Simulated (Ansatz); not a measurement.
**Br on the 1x1 (111) surface of fcc Ni, ferromagnetic, one in a 2x2 cell, started at the site 'hollow Ni-Ni-Ni over Ni at depth 4.0 Å'**

Level of theory: PBE (plane waves to 420 eV, PAW; Ansatz, a first-principles code).

Model: 17-atom slab, 6.0 Å thick at the start under the adsorbate (thin: gaps and levels are the slab's own), 7x7x1 mesh, Fermi-Dirac 0.1 eV, dipole correction, 8 atoms held, the rest relaxed; held to the start's symmetry, so lower structures may exist; spin-polarised, no spin-orbit, no U, no dispersion correction. At the end it is bonded to 3 Ni. In PBE it is, or lies within 0.03 eV of, the lowest of the starts that converged.

| Quantity | Result |
|---|---|
| adsorption energy against ½ Br2(g) | -1.89 eV |
| work function of the top face | 4.72 eV |
| change of the work function | -0.36 eV |
| change of the step from the bottom to the top vacuum level, against the clean slab | -0.35 eV |
| energy released by relaxation | 0.061 eV |
| height of the binding atom over the mean of the host atoms within 0.3 Å of the top one | 1.969 Å |
| magnetic moment of the cell | 10.49 μB |
| nearest host atoms of the binding atom | Ni at 2.43 Å, Ni at 2.43 Å, Ni at 2.43 Å |
| largest move of a host atom | 0.06 Å |
| cost | around 9 core-minutes (rough) |

A negative adsorption energy means that the adsorbate is more stable on the surface than in its reference.
